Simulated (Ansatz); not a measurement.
The parent structure is PbS in the rock salt structure (space group Fm-3m, No. 225; a = 5.903 Å).

Calculations: PBEsol (Ansatz, an electronic-structure program; PAW; 420 eV plane waves; no SOC).

Base values:

- Shortest interatomic distance: 2.951 Å
- Density: 7.73 g/cm³

One thing is altered: a negative pressure, −2 GPa.

Problem. Estimate the effect on the shortest interatomic distance and density.

Solution. The shortest interatomic distance goes up by 0.036 Å to 2.987 Å; the density decreases by 0.28 g/cm³ (7.73 g/cm³ → 7.45 g/cm³).

Load acts through the strain it causes; cell and atoms are relaxed under it. Stability against distortions was not tested.
